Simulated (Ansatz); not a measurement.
Surface energy of faces of fcc Pt in PBE and in r2SCAN, in Ansatz (plane waves, PAW). Symmetric slabs relaxed with PBE from ideal cuts in 1x1 cells (the lowest computed cut and spin start of each face; real faces may reconstruct in larger cells); r2SCAN values are single points on them, with the bulk at the same level. No spin-orbit coupling, no U.

```csv
face,PBE (J/m²),r2SCAN (J/m²)
(100),1.87,2.10
(110),1.90,2.11
(111),1.47,1.71
(210),1.92,2.13
(211),1.69,1.91
(221),1.65,1.85
(311),1.81,2.02
(320),1.91,?
(321),1.80,2.02
```

Problem. Fit a straight line y = a·x + b by least squares to the 8 complete rows (x: PBE (J/m²); y: r2SCAN (J/m²)).

Solution. the means are x̄ = 1.7637 and ȳ = 1.9813; Σ(x − x̄)² = 0.16239 and Σ(x − x̄)(y − ȳ) = 0.15646, so a = 0.964 and b = ȳ − a·x̄ = 0.282. The largest residual is 0.022.

Problem. What does the line predict for the withheld row, (320), and what did the calculation give?

Solution. the line gives 2.12; the calculation gave 2.12, a miss of 0.00, of the size of the fitted rows' scatter and rounding.

Ansatz is a program for electronic structure.
